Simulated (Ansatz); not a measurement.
For CoGe (P2₁3, No. 198, 8 atoms in the cell; start mp-10692), LDA (Ansatz, an electronic-structure program, PAW) gives:

- lattice parameter a = 4.526 Å
- bulk modulus B0 = 197 GPa
- cohesive energy = 5.96 eV/atom

Question: What does r²SCAN (plane waves, PAW; Ansatz) give for the same quantities?

Answer: 
- lattice constant a: 4.580 Å (rises by 1.2 %)
- bulk modulus: 171 GPa (falls by 13 %)
- cohesive energy: 4.32 eV/atom (shrinks by 1.64 eV/atom)

Changes are worked out from the printed values.

Unless a cell is named, each level is at its own relaxed cell (LDA 11.59, r²SCAN 12.01 Å³/atom).

The crystal itself was run without spin with LDA, r²SCAN; a magnetic state was not tried in these runs.

Caveats: the bulk modulus is −V dP/dV from two relaxed cells at ±2 % in volume (LDA, r²SCAN); the relaxation could not lower the start's symmetry, so the cell can be a saddle point above a distorted one (LDA, r²SCAN). Ansatz's density-functional and Hartree–Fock values are scalar-relativistic unless marked +SOC, with PAW data made under PBE.

A start named mp-… is a Materials Project structure, which need not be a measured phase.
